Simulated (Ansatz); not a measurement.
Fluorite PtAl₂, treated with HSE06 in Ansatz (plane waves, PAW).

Input:

Ansatz 0.2 input:
```yaml
crystal:
  lattice:
    - [0.0, 2.9522806731, 2.9522806731]
    - [2.9522806731, 0.0, 2.9522806731]
    - [2.9522806731, 2.9522806731, 0.0]
  atoms:
    - { symbol: Al, position: [0.25, 0.25, 0.25] }
    - { symbol: Al, position: [0.75, 0.75, 0.75] }
    - { symbol: Pt, position: [0.0, 0.0, 0.0] }
basis:
  ecutwfc: 460
  ecutrho_ratio: 4
  xc_grid: 2
kpoints:
  mp_grid: { grid: [8, 8, 8] }
hamiltonian:
  xc: hse06
  dispersion: none
  pseudopotentials: { kind: paw }
scf:
  occupations: { method: fermi_dirac, width: 0.05 }
  convergence: { dr2_threshold: 0.0000000003 }
output:
  forces: true
  stress: true
  eigenvalues: true
```

Excerpt of the program's output:

```
WARN output.stress: scf.exx.energy_threshold = 1e-6 eV is looser than the 3e-8 eV advised for a stress under a hybrid functional (1e-8 eV for each atom of the …
Crystal: 3 atoms, lattice volume = 51.464 Å³
Basis set: ecut = 460 eV, 1139 PW (Γ), exchange–correlation on 60×60×60 points (8 copies of the dense FFT grid, shifted against one another)
Bands: 16, of which v1, the nominal top of the filled ones, is band 12 counted from 1 (11 counted from 0)
Symmetry: 48 space group operations
Space group: Fm-3m (ITA 225), of the structure as read, at distance tolerance 3.7e-5 Å
k-points: 29 of 512
SCF iter   1: F=—  HF=-13600.654959 eV  |F-HF|=—  |Δ(HF+E_count)|=         —  Δρ=4.53e-3  dr2=1.40e-2
SCF iter   2: F=—  HF=-13600.652843 eV  |F-HF|=—  |Δ(HF+E_count)|=   2.12e-3  Δρ=9.26e-4  dr2=2.77e-4
  ...
SCF 1 converged in 8 iterations: F = -13600.652880 eV  dr2 = 4.78e-11
Crystal: 3 atoms, lattice volume = 51.464 Å³
Initial density: handed on by an earlier stage of this run
Crystal: 3 atoms, lattice volume = 51.464 Å³
SCF iter   5: F=—  HF=-13603.834245 eV  |F-HF|=—  |Δ(HF+E_count)|=   1.21e-8  Δρ=1.06e-6  dr2=3.59e-10
SCF iter   6: F=-13603.834245 eV  HF=-13603.834245 eV  |F-HF|=1.82e-12  |Δ(HF+E_count)|=  1.35e-10  Δρ=1.03e-7  dr2=3.87e-11
SCF 3 converged in 6 iterations: F = -13603.834245 eV  dr2 = 3.87e-11
Free energy (F): -13603.834246 eV
Internal energy: -13603.824716 eV  (E = F + TS)
E sigma→0 (E₀):  -13603.829481 eV
Fermi energy:    11.229697 eV
--- Forces (eV/Å), atoms counted from 1 ---
  atom   1  Al     0.00000000    -0.00000000    -0.00000000
  atom   2  Al     0.00000000     0.00000000     0.00000000
  atom   3  Pt    -0.00000000     0.00000000     0.00000000
--- Stress (GPa, compression-positive) ---
        0.001903       0.000000      -0.000000
        0.000000       0.001903       0.000000
        0.000000       0.000000       0.001903
  P = ⅓ Tr σ = 0.0019 GPa (0.019 kbar)
```

The PAW data were made under PBE.

Note: the run warned that the count of filled bands differs between k points.

Cost on a shared machine: very roughly 110 core-seconds.

Ansatz is an electronic-structure program.
